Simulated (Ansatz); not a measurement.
Results of rVV10 (Ansatz, a first-principles code, plane waves, PAW) for CsCl-type NiTi (cubic form, which distorts at low temperature).

Run with plane-wave cutoff 520 eV, 18×18×18 k mesh, Fermi–Dirac smearing 0.05 eV, spin-polarised start, scalar-relativistic PAW data made under PBE.

Energies at three volumes about the minimum:

```
V (Å³/atom)  E − E_lowest (meV/atom)
-----------  -----------------------
13.496                          2.87
13.772                          0.00
14.047                          2.66
```

Task: Fit a parabola by hand: where is the minimum, what lattice constant follows, and what is the bulk modulus?

Result: Slopes: (0.00 − 2.87)/(13.772 − 13.496) = -10.399 and (2.66 − 0.00)/(14.047 − 13.772) = 9.673 meV/Å³. Curvature E″ = 2 × (9.673 − (-10.399))/(14.047 − 13.496) = 72.857 meV/Å⁶. From the middle of the first interval, the slope vanishes at V0 = 13.6340 − (-10.399)/72.857 = 13.777 Å³/atom. B = V0 E″ = 13.777 × 72.857 meV/Å³ × 0.1602 GPa per meV/Å³ = 161 GPa. With 2 atoms in the cube, a = (2 × 13.777)^(1/3) = 3.020 Å. The full Birch–Murnaghan fit to all volumes gives V0 = 13.772 Å³/atom and B0 = 161 GPa.

Note: the starting moments vanished in the run, and other orders were not tried; symmetry holds this phase in the static calculation, where it need not be a minimum; the relaxation could not lower the start's symmetry, so the cell can be a saddle point above a distorted one.
